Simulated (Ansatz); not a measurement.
Here is the system:

```yaml
crystal:
  lattice:
    - [-2.13762, 2.13762, 4.94805]
    - [2.13762, -2.13762, 4.94805]
    - [2.13762, 2.13762, -4.94805]
  atoms:
    - { symbol: Tl, position: [0.50000, 0.50000, 0.00000] }
    - { symbol: Tl, position: [0.75000, 0.25000, 0.50000] }
    - { symbol: Tl, position: [0.25000, 0.75000, 0.50000] }
    - { symbol: Ti, position: [0.00000, 0.00000, 0.00000] }
```

No spin polarisation.

A single point on TiAl3 with a change (Al → Tl), its geometry relaxed with PBEsol.

The values are results of Ansatz (a quantum-chemistry and plane-wave program), r2SCAN, PAW, cutoff 500 eV, no spin-orbit coupling, not measurements. k-mesh 15×15×15 (Γ-centred); smearing 0.05 eV (Fermi–Dirac).

Question: What is the computed band gap?

Answer: Zero.

Question: Predict the pressure.

Answer: 2.1 GPa.

Single points use the geometry relaxed with PBEsol. Stability against distortions was not tested. The final runs are not spin-polarised. The cell was made from TiAl3 by this change: Al → Tl; the result is a hypothetical phase, not in the database extracts checked. TiTl3 has a high density of states at the Fermi level and may be magnetic at this level.
